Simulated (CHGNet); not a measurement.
L1₂ (Cu3Au-type) Ni3Si

All values below come from the machine-learned potential CHGNet-r²SCAN (trained on r²SCAN data).

Cell (relaxed at this level):

```cif
data_Ni3Si
_chemical_formula_sum 'Si1 Ni3'
_space_group_name_H-M_alt 'Pm-3m'
_space_group_IT_number 221
_space_group_name_Hall '-P 4 2 3'
_cell_length_a 3.46511
_cell_length_b 3.46511
_cell_length_c 3.46511
_cell_angle_alpha 90.000
_cell_angle_beta 90.000
_cell_angle_gamma 90.000
loop_
_atom_site_label
_atom_site_type_symbol
_atom_site_symmetry_multiplicity
_atom_site_Wyckoff_symbol
_atom_site_fract_x
_atom_site_fract_y
_atom_site_fract_z
_atom_site_occupancy
Si1 Si 1 a 0.00000 0.00000 0.00000 1
Ni1 Ni 3 c 0.00000 0.50000 0.50000 1
```

For L1₂ (Cu3Au-type) Ni3Si, the lattice constant a is 3.465 Å and the volume per atom is 10.40 Å³/atom.

Measured, for comparison: lattice constant a 3.510 Å, equilibrium volume per atom 10.81 Å³/atom (temperature not stated, not corrected to a static lattice; as tabulated in Metallic Nickel Silicides: Experiments and Theory for NiSi and First Principles …). Computed (rounded) less measured: lattice constant a -1.3 %, equilibrium volume per atom -3.8 %. A static lattice is as a rule a little smaller and stiffer than an uncorrected measurement, which narrows the difference in the lattice constant a and would widen misses of the other sign.

A machine-learned potential is trained on density-functional data: it inherits that level's misses and adds fitting errors of its own.

Note: the model gives imaginary modes for this phase (in the spectrum interpolated from a supercell).
